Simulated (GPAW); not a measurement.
Band structure of Y3Si (Pm-3m, 4 atoms in the cell).

```
CELL_PARAMETERS angstrom
      4.56843     0.00000     0.00000
      0.00000     4.56843     0.00000
      0.00000     0.00000     4.56843
ATOMIC_POSITIONS crystal
  Y  0.00000 0.50000 0.50000
  Y  0.50000 0.00000 0.50000
  Y  0.50000 0.50000 0.00000
  Si 0.00000 0.00000 0.00000
```

Method: LDA (Perdew-Wang 92), GPAW PAW datasets LDA (gpaw-data 1.0.1) (plane waves; GPAW).

Settings: mode = pw; ecut = 600 eV; xc = LDA; kpts = 6 6 6; mesh shift (steps) = 0 0 0; occupations.name = methfessel-paxton; occupations.width = 0.272 eV; occupations.order = 0; nbands = -12; convergence.density = 1e-05 e/electron; symmetry.symmorphic = false; symmetry.tolerance = 0.0005; maxiter = 150; bandpath_npoints = 40.

The starting cell comes from a database of computed structures (which also holds hypothetical and non-ambient phases and stackings), without a prior relaxation at this level. Its lattice was rescaled by a random factor within 2.5 % of one.

Levels in eV from the Fermi level, bands 16 to 22:
```csv
point,16,17,18,19,20,21,22
Γ,-1.46,-0.91,-0.91,-0.91,-0.33,-0.33,-0.33
X,-1.72,-1.72,-0.27,0.18,1.35,1.35,1.70
M,-2.21,-0.65,0.20,0.20,0.42,1.46,1.46
R,-1.75,-1.48,-1.48,-1.48,1.67,1.67,1.67
```

Bands cross the Fermi level along this path, so the cell is metallic at this level.
